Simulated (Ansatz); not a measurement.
Rb in the bcc (W type) structure (space group Im-3m, No. 229)

```yaml
crystal:
  lattice:
    - [-2.83552, 2.83552, 2.83552]
    - [2.83552, -2.83552, 2.83552]
    - [2.83552, 2.83552, -2.83552]
  atoms:
    - { symbol: Rb, position: [0.00000, 0.00000, 0.00000] }
```

Calculations: PBE/PAW in Ansatz (a first-principles code), without spin-orbit coupling, earlier PAW set. Γ-centred 12×12×12 mesh, Fermi–Dirac width 0.05 eV.

| Quantity | Value |
|---|---|
| Volume per atom | 91.19 Å³ |
| Density | 1.56 g/cm³ |
| Band gap | zero |
| Total energy | -3267.366 eV/atom (σ→0; compares only within this code and set-up) |

Whether these cells are dynamically stable was not tested. The final runs are not spin-polarised.
